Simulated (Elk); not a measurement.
Elk run on Ca3Tl (Fm-3m, 4 atoms in the cell): self-consistent single point.

Level of theory: Elk with LDA (PW92), all-electron FP-LAPW, Elk's shipped species files, APW+lo basis with extra local orbitals.

```xyz
4
Lattice="0.0000 4.0258 4.0258 4.0258 0.0000 4.0258 4.0258 4.0258 0.0000" Properties=species:S:1:pos:R:3 pbc="T T T"
Ca     4.0258     4.0258     4.0258
Ca     2.0129     2.0129     2.0129
Ca     6.0387     6.0387     6.0387
Tl     0.0000     0.0000     0.0000
```

Reference input (self-consistent single point, DFT, PBEsol, all-electron FP-LAPW, Elk's shipped species files, APW+lo basis with extra local orbitals): xctype = 22; rgkmax = 8; stype = 0; swidth = 0.00499791 Ha; ngridk = 7 7 7; gmaxvr = 16 1/bohr; nxlo = 2; lorbcnd = true; lmaxi = 3; maxscl = 100. This run's input differs from it in these lines:

```diff
@@ -2,5 +2,2 @@
   0
-
-xctype
-  22
```

Output (repeated stretches shortened):

```
│ Self-consistent loop started │
│ Loop number : 1 │
 total energy                :     -22310.7892471
│ Loop number : 2 │
 total energy                :     -22311.0417685
RMS change in Kohn-Sham potential (target) :   0.7804251646E-01 (  0.1000000000E-05)
Absolute change in total energy (target)   :   0.2525214429     (  0.1000000000E-03)
│ Loop number : 3 │
 total energy                :     -22311.9135456
RMS change in Kohn-Sham potential (target) :   0.6808467112E-01 (  0.1000000000E-05)
Absolute change in total energy (target)   :   0.9349074605     (  0.1000000000E-03)
│ Loop number : 4 │
   [... lines left out ...]
Absolute change in total energy (target)   :   0.2070382667E-02 (  0.1000000000E-03)
│ Loop number : 12 │
 total energy                :     -22313.9254215
RMS change in Kohn-Sham potential (target) :   0.3644602828E-06 (  0.1000000000E-05)
Absolute change in total energy (target)   :   0.3162805624E-03 (  0.1000000000E-03)
│ Loop number : 13 │
 total energy                :     -22313.9253170
RMS change in Kohn-Sham potential (target) :   0.7065859655E-07 (  0.1000000000E-05)
Absolute change in total energy (target)   :   0.2544500239E-04 (  0.1000000000E-03)
Convergence targets achieved

│ Loop number : 14 │

Energies :
 Fermi                       :     0.170590614293
 total energy                :     -22313.9253175

Density of states at Fermi energy :    86.75520818
 (states/Hartree/unit cell)

Estimated indirect band gap :   0.4287697628E-02
 from k-point     18 to k-point      7
Estimated direct band gap   :   0.1735340146E-01
 at k-point     19

Charges :
 core                        :    92.00000000
 valence                     :    49.00000000
 interstitial                :    6.831052120
 muffin-tins (core leakage)
  species :    1 (Ca)
   atom    1                 :    18.16788796     (  0.1969894470E-07)
   atom    2                 :    18.15448258     (  0.1966652263E-07)
   atom    3                 :    18.15448258     (  0.1966652263E-07)
  species :    2 (Tl)
   atom    1                 :    79.69209475     (  0.3673577904E-04)
 total in muffin-tins        :    134.1689479
 total calculated charge     :    141.0178260
 total charge                :    141.0000000
 error                       :   0.1782601535E-01

│ Self-consistent loop stopped │
```

The run converged in 14 iterations. The count includes the last loop, which Elk runs after its targets are met. 

The starting cell comes from a database of computed structures (which also holds hypothetical and non-ambient phases and stackings), without a prior relaxation at this level. Spin-orbit coupling is off. Values depend on the basis (sphere radii, cutoffs, local orbitals), which need not be converged. The log's line on a gap gives a spacing of levels on this mesh, which the program prints for metals too.

Cost on one core of a shared machine: roughly 40 s.
